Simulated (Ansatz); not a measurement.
Reference: SrCd2P2 (P-3m1), PBEsol, rigid bands (plane waves, PAW, scalar-relativistic; Ansatz, a program for electronic structure); geometry: cell and atoms relaxed with PBEsol.

```xyz
5
Lattice="4.3090 0.0000 0.0000 -2.1545 3.7317 0.0000 0.0000 0.0000 7.1854" Properties=species:S:1:pos:R:3 pbc="T T T"
Sr     0.0000     0.0000     0.0000
Cd     0.0000     2.4878     4.5641
Cd     2.1545     1.2439     2.6213
P      2.1545     1.2439     5.3706
P      0.0000     2.4878     1.8149
```

The band gap comes out as 0.78 eV.

Problem. Swap Sr for Ba, keeping the structure type. How do these values move?

Solution. BaCd2P2 (P-3m1): volume per atom 23.1 to 24.7 Å³; band gap stays about the same (0.78 eV to 0.77 eV).

Problem. Replace P by As on the same sites and relax. What happens?

Solution. SrCd2As2 (P-3m1): volume per atom 23.1 to 25.0 Å³; band gap falls (0.78 eV to 0.20 eV).

Moves up to 5 % count as about the same. Spin-orbit coupling is left out.

Computed structure with no diffraction record at hand here (it may be known, metastable or hypothetical): BaCd2P2 (P-3m1), SrCd2As2 (P-3m1), SrCd2P2 (P-3m1).
